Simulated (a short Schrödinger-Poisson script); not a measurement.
Structure: symmetric double-gate stack, Al2O3 on p-type GaN, at 300 K.

| layer | material | thickness (nm) | Na (cm⁻³) |
|---|---|---|---|
| 1 | Al2O3 | 1.5 | - |
| 2 | GaN | 3 | 9e15 |
| 3 | Al2O3 | 1.5 | - |

Constants are typed, rounded textbook-type inputs, not results; the design itself was drawn at random and stands for no fabricated device. Al2O3: permittivity 9, conduction-band edge (eV) 2.75, gap (eV) 6.8, electron mass (mₑ) 0.3. GaN: permittivity 9.5, conduction-band edge (eV) 0, gap (eV) 3.43, Nv at 300 K (cm⁻³) 4.6e19.

Channel valleys (confinement mass, in-plane density-of-states mass, number): Γ 0.2, 0.2, 1. At the gates, both at one voltage, the conduction-band edge of layer 1 lies 2.87 eV − eVg above the Fermi level of the channel. Gaps are held at their typed values at every temperature. Mesh 0.03 nm at interfaces.

From a short Schrödinger-Poisson script (our own, NumPy): 1D Poisson equation in equilibrium, electrons quantum, Hartree (BenDaniel-Duke, 12 states a valley, the channel's in-plane mass for all, wave functions ending at the dielectric), parabolic valleys, classical holes, full ionisation, no traps, pinning or gate leakage.

The same stack at other levels of the model or other numerical settings:

| run | sheet density of all electrons at Vg = 0.8 V (cm⁻²) | sheet density of all electrons at Vg = 0.2 V (cm⁻²) | capacitance of both gates at Vg = 0.8 V (μF/cm²) | gate voltage at 1e11 electrons/cm² (V) | rough cost against the base |
|---|---|---|---|---|---|
| base | 1.33e13 | 1.45e10 | 4.54 | 0.25 | about 1 |
| electrons treated as classical, Boltzmann | ? | 2.41e12 | 9.58 | 0.07 | 0.2 |
| electrons treated as classical, Fermi-Dirac | 1.97e13 | 1.69e12 | 5.42 | 0.08 | 0.3 |
| electrons treated as quantum, Hartree plus LDA exchange-correlation | ? | 2.04e10 | 4.72 | ? | 2 |
| mesh six times as coarse | 1.33e13 | 1.48e10 | 4.54 | 0.25 | 0.6 |
| one subband a valley | 1.33e13 | 1.45e10 | 4.54 | 0.25 | about 1 |

Problem. Fill in the missing entries.

Solution. 
- electrons treated as quantum, Hartree plus LDA exchange-correlation, sheet density of all electrons at Vg = 0.8 V (cm⁻²): 1.52e13
- electrons treated as quantum, Hartree plus LDA exchange-correlation, gate voltage at 1e11 electrons/cm² (V): 0.24
- electrons treated as classical, Boltzmann, sheet density of all electrons at Vg = 0.8 V (cm⁻²): 3.41e13

The classical rows ignore confinement, and Boltzmann statistics overrate the density once the band edge passes the Fermi level.

In real p-type GaN the Mg acceptor is only partly ionised, and so wide a gap doesn't supply an inversion layer without source and drain.
